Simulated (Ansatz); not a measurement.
Ansatz (a program for electronic structure) run on CuO (Cccm, 4 atoms in the cell): zone-centre phonon calculation.

Method: LDA (PW92), default PAW files made with PBE (plane waves; Ansatz).

```yaml
crystal:
  lattice:
    - [1.99694, -2.16001, 0.00000]
    - [1.99694, 2.16001, 0.00000]
    - [0.00000, 0.00000, 5.17140]
  atoms:
    - { symbol: Cu, position: [0.00000, 0.50000, 0.00000] }
    - { symbol: Cu, position: [0.50000, 0.00000, 0.50000] }
    - { symbol: O, position: [0.50000, 0.50000, 0.25000] }
    - { symbol: O, position: [0.50000, 0.50000, 0.75000] }
```

Reference input (self-consistent single point, DFT, LDA (PW92), plane waves, default PAW files made with PBE): basis.ecutwfc = 420 eV; kpoints.mp_grid.grid = 11 11 7; hamiltonian.xc = lda; hamiltonian.pseudopotentials = {kind: paw} (the program's default PAW files); scf.occupations.method = fermi_dirac; scf.occupations.width = 0.1 eV. This run's input differs from it in these lines:

```diff
@@ -20,6 +20,5 @@
   occupations: { method: fermi_dirac, width: 0.1 }
-output:
-  forces: true
-  eigenvalues: true
-  stress: true
+  convergence: { dr2_threshold: 1.0e-11 eV }
+phonons:
+  method: dfpt
```

The program printed (abridged):

```
SCF iter   1: F=—  HF=-14219.258663 eV  |F-HF|=—  |Δ(HF+E_count)|=         —  Δρ=2.28e-2  dr2=1.61e-1  ethr=1.77e-3  ⟨swp⟩=5.1  Hψ=26007  notcnv=0
all-band conjugate gradients solve this SCF's bands
preconditioner: auto → LDOS
SCF iter   2: F=—  HF=-14219.317783 eV  |F-HF|=—  |Δ(HF+E_count)|=   5.91e-2  Δρ=3.65e-2  dr2=3.10e-1  ethr=3.22e-4  ⟨swp⟩=2.0  Hψ=16592  notcnv=0  recentre
   [... lines left out ...]
SCF iter   6: F=—  HF=-14219.208582 eV  |F-HF|=—  |Δ(HF+E_count)|=   1.44e-5  Δρ=4.09e-5  dr2=3.78e-7  ethr=1.55e-7  ⟨swp⟩=2.0  Hψ=9047  notcnv=0
SCF iter   7: F=—  HF=-14219.208583 eV  |F-HF|=—  |Δ(HF+E_count)|=   1.67e-6  Δρ=9.96e-6  dr2=3.15e-8  ethr=7.56e-10  ⟨swp⟩=2.0  Hψ=11002  notcnv=0
SCF iter   8: F=—  HF=-14219.208583 eV  |F-HF|=—  |Δ(HF+E_count)|=   6.01e-9  Δρ=1.06e-6  dr2=2.82e-10  ethr=6.29e-11  ⟨swp⟩=2.5  Hψ=12128  notcnv=0
SCF iter   9: F=-14219.208583 eV  HF=-14219.208583 eV  |F-HF|=0.00e0  |Δ(HF+E_count)|=  7.28e-11  Δρ=6.64e-8  dr2=1.01e-12  ethr=1.00e-12  ⟨swp⟩=4.4  Hψ=36546  notcnv=0
SCF 1 converged in 9 iterations: F = -14219.208583 eV  dr2 = 1.01e-12
DFPT response loops at Γ: preconditioner auto → Kerker (q_TF=auto, 2.781 Å⁻¹) (partly filled bands, converged f_vac=0.041) …
WARN: q = [0.0000, 0.0000, 0.0000]: the response loops show signs that the electronic state is unstable, or barely stable, against a charge, spin or orbital …
Free energy (F): -14219.208583 eV
Internal energy: -14219.133603 eV  (E = F + TS)
E sigma→0 (E₀):  -14219.171093 eV
Entropy (-TS):   -0.074980 eV (-18.745 meV/atom)
Fermi energy:    10.267884 eV
   [... lines left out ...]
  ASR residual: 5.464e-5 → 0.000e0 eV/Å²; symmetrization residual: 4.858e-7 eV/Å²
  ASR residual per site (eV/Å²): 1.37e-5 1.37e-5 5.46e-5 5.46e-5
  Γ frequencies (cm⁻¹): 0.00 0.00 0.00 177.26 180.85 267.33 268.24 269.86 428.27 438.17 450.76 482.33
  non-analytic LO–TO correction: not included (Born effective charges unavailable; polar crystals: no LO–TO splitting at Γ)
```

The run converged in 9 iterations. 

Summary of the result:
```
Quantity                                                                                                 Value
--------------------------------------------------------  ----------------------------------------------------
Free energy E − TS (on the zero of these files)                                                 -14219.2086 eV
Fermi level (on the code's own zero)                                                                  10.27 eV
Zone-centre frequencies (cm⁻¹; negative means imaginary)  0, 0, 0, 177, 181, 267, 268, 270, 428, 438, 451, 482
```

The starting cell comes from a database of computed structures (which also holds hypothetical and non-ambient phases and stackings), without a prior relaxation at this level. Its lattice was rescaled by up to half a per cent. Spin polarisation is off, so a magnetic state, if there is one, cannot be reached.

Cost on one core of a shared machine: roughly 6 min.

Keys are those of Ansatz 0.2.
